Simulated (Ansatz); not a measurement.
NbN: pressure series

Consider NbN in the rock salt structure (space group Fm-3m, No. 225; a = 4.421 Å).

Cell and atoms are relaxed at each pressure.

Calculations: PBE/PAW in Ansatz (an electronic-structure program), no spin-orbit coupling.

Two rows of this table had their results exchanged by mistake.

```tsv
pressure	volume per atom (Å³)	shortest distance (Å)	band gap
pressure −2 GPa	10.87	2.215	zero
pressure −1 GPa	9.12	2.090	zero
pressure 3 GPa	10.70	2.204	zero
pressure 7 GPa	10.57	2.195	zero
pressure 15 GPa	10.34	2.178	zero
pressure 30 GPa	9.96	2.151	zero
pressure 50 GPa	9.54	2.121	zero
pressure 75 GPa	10.84	2.213	zero
pressure 100 GPa	8.78	2.063	zero
```

**Question.** Which two?

**Answer.** The rows for pressure −1 GPa and pressure 75 GPa: the volume has to fall steadily with pressure, so 10.84 Å³ belongs to pressure −1 GPa and 9.12 Å³ to pressure 75 GPa.

Load acts through the strain it causes; cell and atoms are relaxed under it. Whether these cells are dynamically stable was not tested. Competing high-pressure phases were not computed. The final runs are not spin-polarised.
